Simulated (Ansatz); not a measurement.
rock-salt TiN (1 1 0) on polar orthorhombic HfO2 (1 1 0) (film strained to the substrate, started from cuts of the bulks and a machine-learned relaxation; slabs Hf16O30 and N18Ti18, which can lie off the formulas)

A periodic stack without vacuum, rock-salt TiN (1 1 0) on polar orthorhombic HfO2 (1 1 0) (film strained to the substrate, started from cuts of the bulks and a machine-learned relaxation; slabs Hf16O30 and N18Ti18, which can lie off the formulas): substrate slab Hf16O30, film N18Ti18, surface cells [[0, 1], [-1, 0]] and [[-1, 2], [-1, -1]], film strained by -1.9 and -0.4 %, outermost planes HfO/HfO and NTi/NTi as cut, which need not be the usual terminations and can put a slab off its formula.

The start was prepared with a machine-learned potential, and the result is one local minimum, with the in-plane cell held and forces under 0.04 eV/Å; the film can end far from its bulk form.

These are PBE (plane waves to 420 eV, PAW; Ansatz, an electronic-structure program) values and carry that method's errors. Scalar-relativistic, without spin–orbit coupling; the runs are not spin-polarised; PBE gaps are too small against experiment. Its k-point mesh 4×5×1, Fermi–Dirac width 0.05 eV.

* **interface area**: 37.4 Å²
* **period**: 24.80 Å
* **heights between the nearest atoms of the two slabs at the two interfaces**: 1.18 and 1.55 Å
* **Hf–Ti contacts across the interfaces within 1.22 times the sum of covalent radii**: 23, mean 3.23 Å
* **O–Ti contacts across the interfaces within 1.22 times the sum of covalent radii**: 9, mean 2.23 Å
* **Hf–N contacts across the interfaces within 1.22 times the sum of covalent radii**: 8, mean 2.20 Å

```
CELL_PARAMETERS angstrom
      7.32949     0.00038    -0.02730
     -0.00085     5.09528    -0.25514
      1.72452    -2.96783    24.97006
ATOMIC_POSITIONS crystal
  Hf 0.84818 0.36066 0.02019
  Hf 0.49896 0.70033 0.11097
  Hf 0.02702 0.77913 0.10251
  Hf 0.25780 0.14011 0.02422
  O  0.31577 0.93687 0.08259
  O  0.53236 0.38248 0.04193
  O  0.83972 0.46829 0.10518
  O  0.72122 0.94865 0.11609
  O  0.98746 0.99471 0.03699
  O  0.12770 0.51764 0.03057
  Hf 0.22441 0.34635 0.19586
  Hf 0.92747 0.86575 0.27304
  Hf 0.47376 0.88856 0.25327
  Hf 0.76141 0.27267 0.17328
  O  0.73577 0.07231 0.23873
  O  0.23223 0.54721 0.13255
  O  0.95089 0.55285 0.21331
  O  0.03026 0.08840 0.16261
  O  0.26929 0.61842 0.26572
  O  0.13485 0.13685 0.26698
  O  0.41854 0.04462 0.18695
  O  0.54116 0.54766 0.18277
  Hf 0.63563 0.46010 0.34970
  Hf 0.34603 0.99391 0.43374
  Hf 0.89247 0.02150 0.41295
  Hf 0.17997 0.41188 0.33460
  O  0.15819 0.19472 0.39681
  O  0.66281 0.69215 0.29334
  O  0.37517 0.66424 0.37626
  O  0.44513 0.20264 0.31601
  O  0.70078 0.71593 0.42038
  O  0.56979 0.23086 0.42220
  O  0.85276 0.19634 0.34609
  O  0.98332 0.70944 0.34293
  Hf 0.05820 0.61958 0.51241
  Hf 0.65934 0.91070 0.59258
  Hf 0.30517 0.22513 0.58104
  Hf 0.60590 0.53367 0.48560
  O  0.50211 0.54473 0.58055
  O  0.08965 0.81909 0.45298
  O  0.79988 0.77369 0.52273
  O  0.87190 0.32009 0.47792
  O  0.13538 0.88969 0.58195
  O  0.80896 0.24657 0.59701
  O  0.26916 0.33883 0.50453
  O  0.43303 0.86454 0.50224
  N  0.45942 0.12346 0.64751
  N  0.79687 0.79529 0.65216
  N  0.13590 0.44648 0.64478
  N  0.11969 0.00338 0.70981
  N  0.44895 0.67319 0.71051
  N  0.78656 0.33996 0.71142
  N  0.10412 0.55533 0.77166
  N  0.43626 0.22518 0.77332
  N  0.77041 0.89080 0.77211
  N  0.75580 0.44045 0.83234
  N  0.09043 0.10466 0.83140
  N  0.42420 0.77535 0.83288
  N  0.74191 0.98733 0.89426
  N  0.07735 0.65624 0.89308
  N  0.40984 0.32842 0.89423
  N  0.39125 0.88282 0.95771
  N  0.73956 0.53825 0.95613
  N  0.05966 0.19912 0.95071
  Ti 0.28906 0.33166 0.70797
  Ti 0.61023 0.01390 0.71160
  Ti 0.95751 0.66616 0.70729
  Ti 0.29184 0.78030 0.65233
  Ti 0.64034 0.46012 0.65399
  Ti 0.96499 0.13065 0.65296
  Ti 0.92371 0.77409 0.83386
  Ti 0.25876 0.43911 0.83327
  Ti 0.58902 0.10855 0.83415
  Ti 0.93807 0.21962 0.77003
  Ti 0.26844 0.89061 0.77034
  Ti 0.60366 0.55797 0.77127
  Ti 0.56474 0.21045 0.95089
  Ti 0.89708 0.86353 0.95093
  Ti 0.22698 0.54293 0.95024
  Ti 0.57565 0.66176 0.89794
  Ti 0.91245 0.31923 0.89154
  Ti 0.24171 0.99308 0.89329
```
